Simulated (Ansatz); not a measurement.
TiAl2: response to strain

The reference is TiAl2 (space group Cmmm, No. 65; a = 3.902 Å, b = 12.055 Å, c = 3.970 Å). Axes: x, y, z lie along a, b, c of the conventional cell.

Strains are applied to the cell and any free atomic positions relax; under biaxial strain the out-of-plane vector relaxes too.

The values are results of PBEsol (Ansatz, an electronic-structure program; PAW; 420 eV plane waves; no spin-orbit coupling), not measurements.

Notes on the quantities. pressure: mean of the normal stresses, compression positive.

```csv
change,pressure,shortest interatomic distance
base,0.0 GPa,5.095 bohr
"biaxial strain +0.31 %, plane normal [001], relaxed out of plane",-0.5 GPa,5.107 bohr
isotropic strain +1.39 %,-4.4 GPa,5.149 bohr
tensor shear ε_yz = +1.81 %,[?],[?]
```

Question: Complete the table.

Answer: 
- tensor shear ε_yz = +1.81 %, pressure: 0.2 GPa
- tensor shear ε_yz = +1.81 %, shortest interatomic distance: 5.079 bohr

Without a gap, meshes like the base's 13×13×12 leave anisotropic stresses uncertain by several tenths of a GPa, and small strain energies with them. No phonon test of stability was made. All final runs are without spin polarisation.
